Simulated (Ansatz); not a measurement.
AlN: pressure 2.1 GPa

The reference is AlN in the wurtzite structure (space group P6_3mc, No. 186; a = 3.107 Å, c = 4.979 Å).

Modification: cell and atoms relaxed at a pressure of 2.1 GPa.

Calculations: plane-wave PAW DFT at the r2SCAN level (Ansatz, a program for electronic structure, 500 eV), scalar-relativistic without spin-orbit coupling. Settings: 12×12×7 k-points, 0.05 eV Fermi–Dirac smearing.

The volume per atom decreases by 0.10 Å³ to 10.30 Å³ and the density goes up by 0.03 g/cm³, from 3.27 g/cm³ to 3.30 g/cm³. The lattice parameter a falls by 0.010 Å, from 3.107 Å to 3.097 Å and the c/a ratio is nearly the same (1.602 against 1.601). The shortest interatomic distance falls by 0.006 Å (1.888 Å → 1.882 Å) and the enthalpy H = E + PV relative to the base's energy comes out as +0.14 eV/atom. The band gap increases by 0.09 eV, from 4.88 eV to 4.97 eV and the gap character remains direct at Γ. The width of the top valence band hardly moves (2.41 eV against 2.43 eV) and the electron mass amounts to 0.31 mₑ (at Γ). The valence-band top at Γ (three highest levels, from the VBM) goes from 0.00, -0.22, -0.22 eV to 0.00, -0.23, -0.23 eV.

Cost of the whole job for the changed cell (relaxation, final SCF and bands): around 14 core-seconds (rough).

Load acts through the strain it causes; cell and atoms are relaxed under it. Masses are band curvatures over ±0.01 Å⁻¹ around the edge. Stability against distortions was not tested. Tetrahedral semiconductors of this kind turn to denser phases somewhere between about 1 and 50 GPa; those were not computed, so compressed cells here can lie past the real transition.
